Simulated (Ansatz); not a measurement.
Base system: BAs in the zinc blende structure (space group F-43m, No. 216; a = 4.809 Å).

(Cell as relaxed with PBE.)

Levels (all Ansatz, a quantum-chemistry and plane-wave program, PAW, earlier PAW set): PBE (420 eV, without spin-orbit coupling); r2SCAN (500 eV, scalar-relativistic without spin-orbit coupling).

Each level relaxes its own structure.

```json
[
 {"base": "volume per atom", "PBE": "13.91 Å³", "r2SCAN": "13.67 Å³"},
 {"base": "lattice parameter a", "PBE": "4.809 Å", "r2SCAN": "4.783 Å"},
 {"base": "band gap", "PBE": "1.21 eV", "r2SCAN": "1.38 eV"}
]
```

Perturbation: a negative pressure, −1 GPa.

| quantity | PBE | r2SCAN |
|---|---|---|
| gap character | indirect, Γ → Γ–X (82 % along) | [?] |
| hole mass (degenerate bands, along [100]) | 0.21, 0.24, 0.24 mₑ (at Γ) | [?] |
| lattice parameter a | 4.822 Å | [?] |
| shift of the gap caused by the change | +0.01 eV | [?] |

Question: Given the PBE results, estimate those of r2SCAN.

Answer: 
- gap character, r2SCAN: indirect, Γ → Γ–X (76 % along)
- hole mass (degenerate bands, along [100]), r2SCAN: 0.21, 0.22, 0.22 mₑ (at Γ)
- lattice parameter a, r2SCAN: 4.794 Å
- shift of the gap caused by the change, r2SCAN: +0.01 eV

PBE's lattice parameter a lies 0.028 Å above r2SCAN's (0.6 %); the two agree on the gap character and shift of the gap caused by the change. Neither level is exact; r2SCAN is the comparison here, not a measurement.

Load acts through the strain it causes; cell and atoms are relaxed under it. Effective masses come from finite differences of ±0.01 Å⁻¹. Whether these cells are dynamically stable was not tested.
